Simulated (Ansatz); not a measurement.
Ag on the 1x1 (111) surface of fcc Al, one in a 2x2 cell, energies for each (28.3 Å²). Energies are against an atom of fcc Ag, without zero-point or thermal terms; each row is named by its start.

These are PBE (plane waves to 420 eV, PAW; Ansatz, an electronic-structure program) values and carry that method's errors.

Model: 17-atom slab, 7.0 Å thick at the start under the adsorbate (thin: gaps and levels are the slab's own), 6x6x1 mesh, Fermi-Dirac 0.1 eV, dipole correction, 8 atoms held, the rest relaxed; each run with such symmetry as its start has; no spin, no spin-orbit, no U, no dispersion correction.

A negative adsorption energy means that the adsorbate is more stable on the surface than in its reference. Starts that drift may end in the same place. Heights count from the host atoms within 0.3 Å of the top one.

```tsv
starting site	E_ads (eV)	height (Å)	nearest host atom (Å)	bonded to	Δ work function (eV)	lateral drift (Å)
top Al	0.94	2.36	Al 2.46	Al	-0.22	0.0
hollow Al-Al-Al over Al at depth 2.3 Å	0.47	2.01	Al 2.62	3 Al	-0.24	0.0
hollow Al-Al-Al over Al at depth 4.6 Å	0.45	1.99	Al 2.62	3 Al	-0.29	0.0
bridge Al-Al (span 2.9 Å)	0.45	1.99	Al 2.62	3 Al	-0.29	0.8
```
